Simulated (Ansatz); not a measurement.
Base system: Co in the hcp (Mg type) structure (space group P6_3/mmc, No. 194; ferromagnetic).

```cif
data_Co2
_chemical_formula_sum 'Co2'
_space_group_name_H-M_alt 'P 1'
_space_group_IT_number 1
_cell_length_a 2.45713
_cell_length_b 2.45713
_cell_length_c 3.96818
_cell_angle_alpha 90.000
_cell_angle_beta 90.000
_cell_angle_gamma 120.000
loop_
_space_group_symop_operation_xyz
  'x, y, z'
loop_
_atom_site_label
_atom_site_type_symbol
_atom_site_fract_x
_atom_site_fract_y
_atom_site_fract_z
_atom_site_occupancy
Co1 Co 0.33333 0.66667 0.75000 1
Co2 Co 0.66667 0.33333 0.25000 1
```

Computed with PBEsol in Ansatz (plane waves to 420 eV, PAW, no SOC), earlier PAW set.

One change was made to it. Results:

| quantity | base | after |
|---|---|---|
| lattice parameter a | 2.457 Å | 2.730 Å |
| c/a ratio | 1.615 | 1.772 |

**Question.** Which change produced these results?
(A) Co → Mo
(B) Co → Sn
(C) Co → Mn

**Answer.** A, Co → Mo. For comparison, the lattice parameter a in the other runs: Co → Sn gives 3.327 Å; Co → Mn gives 2.452 Å.

Other magnetic orders, which the real material may have, were not ruled out. No phonon test of stability was made. As relaxed here, Sn is a hypothetical phase, not in the database extracts checked. For Mo and Mn in this form, whether it has been made was not checked. Starting moments died away, wholly or in part, for Co → Mn; another magnetic solution may exist. Spin-polarised in the final run: base; the other runs are not. This is not the structure that Mo has at room temperature and ambient pressure. This is not the structure that Mn has at room temperature and ambient pressure.

Ansatz is a program for electronic structure.
